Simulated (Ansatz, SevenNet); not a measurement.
Elastic constant C44 (GPa) of solids drawn from the class of intermetallic compounds, at two levels: the machine-learned potential SevenNet-l3i5 (trained on PBE and PBE+U data), and PBE (PAW; Ansatz, a program for electronic structure).

```
solid                   SevenNet-l3i5   PBE  shift (%)
----------------------  -------------  ----  ---------
fluorite PtAl2                   17.5  44.6       +155
L1₂ (Cu3Au-type) Cu3Au           54.4  64.2      +18.0
CsCl-type RuAl                   51.0   126       +147
L1₀ (CuAu-type) CuAu             50.7  58.9      +16.2
L1₂ (Cu3Au-type) Ni3Al            108   132        +22
CsCl-type PdIn                   23.4  43.3        +85
fluorite AuAl2                   25.3  48.9        +93
L1₂ (Cu3Au-type) Ni3Fe            119   129       +8.4
L1₀ (CuAu-type) TiAl             62.7   112        +79
L1₀ (CuAu-type) FePt             55.8   110        +97
```

The shifts run from +8.4 % to +155 %, with a median of +82 %.

Over all 10 rows PBE is the larger in 10.

Ansatz's runs of these crystals have no spin polarisation, but for L1₂ (Cu3Au-type) Ni3Al, L1₂ (Cu3Au-type) Ni3Fe, L1₀ (CuAu-type) FePt.

Density-functional runs with spin start from parallel moments for L1₂ (Cu3Au-type) Ni3Al, parallel moments for L1₂ (Cu3Au-type) Ni3Fe, parallel moments for L1₀ (CuAu-type) FePt.

Spin–orbit coupling is left out, also for the solids with elements from indium on (fluorite PtAl2, L1₂ (Cu3Au-type) Cu3Au, L1₀ (CuAu-type) CuAu, CsCl-type PdIn, fluorite AuAl2, L1₀ (CuAu-type) FePt); its size isn't shown.

Each level is taken at its own relaxed cell. Ansatz's density-functional and Hartree–Fock values are scalar-relativistic unless marked +SOC, with PAW data made under PBE.
